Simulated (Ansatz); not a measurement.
A computed series for AlN: response to strain

Start from AlN in the zinc blende structure (space group F-43m, No. 216; a = 4.370 Å).

Strains are applied to the cell and any free atomic positions relax.

The values are results of r2SCAN/PAW in Ansatz (an electronic-structure program), spin-orbit coupling left out, not measurements.

Notes on the quantities. energy relative to the base: free energy F.

```json
[
 {"variant": "base", "pressure": "0.01 GPa", "energy relative to the base": "0 meV/atom", "width of the top valence band": "2.68 eV", "band gap": "3.94 eV"},
 {"variant": "isotropic strain −3.00 %", "pressure": "22.89 GPa", "energy relative to the base": "+60 meV/atom", "width of the top valence band": "2.87 eV", "band gap": "4.01 eV"},
 {"variant": "isotropic strain −2.50 %", "pressure": "18.48 GPa", "energy relative to the base": "+41 meV/atom", "width of the top valence band": "2.84 eV", "band gap": "4.00 eV"},
 {"variant": "isotropic strain −2.00 %", "pressure": "14.32 GPa", "energy relative to the base": "+26 meV/atom", "width of the top valence band": "2.81 eV", "band gap": "3.99 eV"},
 {"variant": "isotropic strain −1.50 %", "pressure": "10.41 GPa", "energy relative to the base": "+14 meV/atom", "width of the top valence band": "2.77 eV", "band gap": "3.98 eV"},
 {"variant": "isotropic strain −1.00 %", "pressure": "[?]", "energy relative to the base": "[?]", "width of the top valence band": "[?]", "band gap": "[?]"},
 {"variant": "isotropic strain −0.50 %", "pressure": "3.26 GPa", "energy relative to the base": "+1.6 meV/atom", "width of the top valence band": "2.71 eV", "band gap": "3.95 eV"}
]
```

### Question
Some entries are withheld; estimate them.

### Answer

- isotropic strain −1.00 %, pressure: 6.73 GPa
- isotropic strain −1.00 %, energy relative to the base: +6.4 meV/atom
- isotropic strain −1.00 %, width of the top valence band: 2.74 eV
- isotropic strain −1.00 %, band gap: 3.96 eV

No phonon test of stability was made. This is not the structure that AlN has at room temperature and ambient pressure.
